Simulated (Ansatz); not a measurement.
Functionals compared on a constructed model of the (111)A surface of 3C silicon carbide, Si-terminated, (√3x√3)R30° Sb adatom at H3 (bottom of the slab: 3 H on 3 bottom sites), in Ansatz (plane waves, PAW). The structure was relaxed with PBE; the other rows are single points on it. Cutoff 420 eV (500 eV for r2SCAN). HSE06 used the coarser mesh 4x4x1.

Model: 28-atom slab, 11.2 Å thick at the start with caps and adatoms (thin: gaps and levels are the slab's own), 6x6x1 mesh, Fermi-Dirac 0.025 eV, dipole correction, 6 atoms held, the rest relaxed; start symmetry kept, larger cells not searched; no spin, no spin-orbit, no U. In PBE it lies 0.11 eV a 1x1 cell over the lowest computed structure of the same composition ((√3x√3)R30° Sb adatom at T4). These notes are the PBE run's.

```
functional  gap of the slab on its k-mesh (eV)  highest filled level below the top vacuum level (eV)   rough cost of the single point
----------  ----------------------------------  ----------------------------------------------------  -------------------------------
PBE                                       1.38                                                  5.39                                –
r2SCAN                                    1.64                                                  5.66  around 100 core-seconds (rough)
```

Ansatz is a program for electronic structure.
